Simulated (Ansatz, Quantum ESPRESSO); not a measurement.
## Code comparison for KP2Ru2 (I4/mmm, 5 atoms in the cell)

Self-consistent single point, at a second geometry (lattice scaled by 0.98). First geometry:

```
K(PRu)2
1.0
   -2.01597     2.01597     6.26052
    2.01597    -2.01597     6.26052
    2.01597     2.01597    -6.26052
K P Ru
1 2 2
Direct
  0.00000   0.00000   0.00000
  0.33872   0.33872   0.00000
  0.66128   0.66128   0.00000
  0.75000   0.25000   0.50000
  0.25000   0.75000   0.50000
```

Shared settings, as Ansatz (a first-principles code) writes them: kpoints.mp_grid.grid = 7 7 7; scf.occupations.method = fermi_dirac; scf.occupations.width = 0.136 eV. Potentials and cutoffs stand in the table.

```
code                                                             model  ΔF from the first geometry (meV/atom)  pressure (GPa)  largest force (eV/Å)  cutoff
----------------  ----------------------------------------------------  -------------------------------------  --------------  --------------------  ------
Ansatz                                 PBEsol, PAW files made with PBE                                   12.2            5.71                 0.967  420 eV
Quantum ESPRESSO  PBEsol, GBRV 1.5 ultrasoft (PBESOL) pseudopotentials                                   11.6            5.25                 0.954   40 Ry
```

On Ansatz's run: spin polarisation is off; with an odd number of electrons in the cell that forces a metal, and a magnetic state may lie lower.

The spread over the programs that give each value: ΔF from the first geometry within 0.6 meV/atom; pressure within 0.46 GPa; largest force within 0.013 eV/Å.

Ansatz's pressure is given at a fixed set of plane waves, as the other plane-wave codes print theirs; with its correction for the finite basis it is 5.80 GPa.

The starting cell comes from a database of computed structures (which also holds hypothetical and non-ambient phases and stackings), without a prior relaxation at this level. Its lattice was rescaled by a random factor within 2.5 % of one. For this run, on top of that: lattice scaled by 0.98.

Keys are those of Ansatz 0.2.
